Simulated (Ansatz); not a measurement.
Structures of equal composition on the (100) surface of rock-salt TiC: Al on all Ti sites of the second plane; Al on all Ti sites of the top plane. The slabs share one bottom face, and each structure is named by its start. These are constructed structures in small cells; real faces may alloy, dewet or reconstruct in larger ones, and not all known structures of the face are among them. Slabs of about 13 Å, Fermi-Dirac smearing of 0.1 eV. Bottom of the slabs: a bare face, its two planes held. Relaxed from the named starts with such symmetry as they have, on meshes of like density; energies extrapolated to zero smearing; spin only where a row says so; no spin-orbit coupling, no U. Brackets mark spin-polarised runs, whose order is one that fits the cell.

All values below come from PBE (plane waves to 420 eV, PAW; Ansatz, an electronic-structure program).

Problem. Rank these by energy per 1x1 cell (lowest first), as PBE gives it.

Solution. Al on all Ti sites of the top plane (0.000 eV), Al on all Ti sites of the second plane (0.372 eV)
